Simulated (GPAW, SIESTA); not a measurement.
A SIESTA input for a self-consistent single point of SrGe₂Rh₂ (I4/mmm, 5 atoms in the cell) (DFT, LDA PW92, numerical atomic orbitals DZP, PseudoDojo LDA standard norm-conserving potentials (rewritten from UPF to PSML)):

```
# files in the folder: Sr.psml Ge.psml Rh.psml (PseudoDojo LDA standard)
SystemName  Sr(GeRh)2
SystemLabel Sr(GeRh)2

NumberOfAtoms                5
NumberOfSpecies              3
%block ChemicalSpeciesLabel
  1 38 Sr
  2 32 Ge
  3 45 Rh
%endblock ChemicalSpeciesLabel
LatticeConstant              1.0 Ang
%block LatticeVectors
    -2.099185000    2.099185000    5.420205000
     2.099185000   -2.099185000    5.420205000
     2.099185000    2.099185000   -5.420205000
%endblock LatticeVectors
AtomicCoordinatesFormat      Bohr
%block AtomicCoordinatesAndAtomicSpecies
     0.000000000    0.000000000    0.000000000  1
    -0.000000000    0.000000000   12.980987206  2
     0.000000000   -0.000000000    7.504418772  2
     3.966884735    0.000000000    5.121351495  3
     0.000000000    3.966884735    5.121351495  3
%endblock AtomicCoordinatesAndAtomicSpecies

XC.functional                LDA
XC.authors                   PW92
PAO.BasisSize                DZP
PAO.EnergyShift              0.01 Ry
MeshCutoff                   350 Ry
%block kgrid.MonkhorstPack
    7   0   0  0.0
    0   7   0  0.0
    0   0   7  0.0
%endblock kgrid.MonkhorstPack
OccupationFunction           MP
OccupationMPOrder            0
ElectronicTemperature        0.05 eV

MaxSCFIterations             150
SCF.Mixer.Method             Pulay
SCF.Mixer.Weight             0.2
SCF.Mixer.History            6
SCF.DM.Tolerance             1.0E-04
Diag.ParallelOverK           true
WriteForces                  true
```

Translate this input to GPAW.

One input that does it (others would too):

```python
from ase import Atoms
from ase.units import GPa
from gpaw import GPAW

atoms = Atoms(['Sr', 'Ge', 'Ge', 'Rh', 'Rh'],
              cell=[[-2.099185, 2.099185, 5.420205],
                    [2.099185, -2.099185, 5.420205],
                    [2.099185, 2.099185, -5.420205]],
              scaled_positions=[[0.000000, 0.000000, 0.000000],
                                [0.633670, 0.633670, 0.000000],
                                [0.366330, 0.366330, 0.000000],
                                [0.250000, 0.750000, 0.500000],
                                [0.750000, 0.250000, 0.500000]],
              pbc=True)

calc = GPAW(mode={'name': 'pw', 'ecut': 550},
            xc='LDA',
            kpts=(7, 7, 7),
            occupations={'name': 'methfessel-paxton', 'width': 0.05, 'order': 0},
            nbands=-13,
            symmetry={'symmorphic': False, 'tolerance': 0.0005},
            maxiter=100)

atoms.calc = calc

energy = atoms.get_potential_energy()
print('Energy (eV):', round(energy, 6))
forces = atoms.get_forces()
print('Forces (eV/Ang):')
print(forces.round(5))
stress = atoms.get_stress()
print('Stress (GPa, Voigt):', (stress / GPa).round(4))
```

Basis settings and potentials, where a program has them, do not carry over. This input uses DFT LDA (Perdew-Wang 92), plane waves, GPAW PAW datasets LDA (gpaw-data 1.0.1). LDA parametrisations can differ slightly between programs.

The starting cell comes from a database of computed structures (which also holds hypothetical and non-ambient phases and stackings), without a prior relaxation at this level.
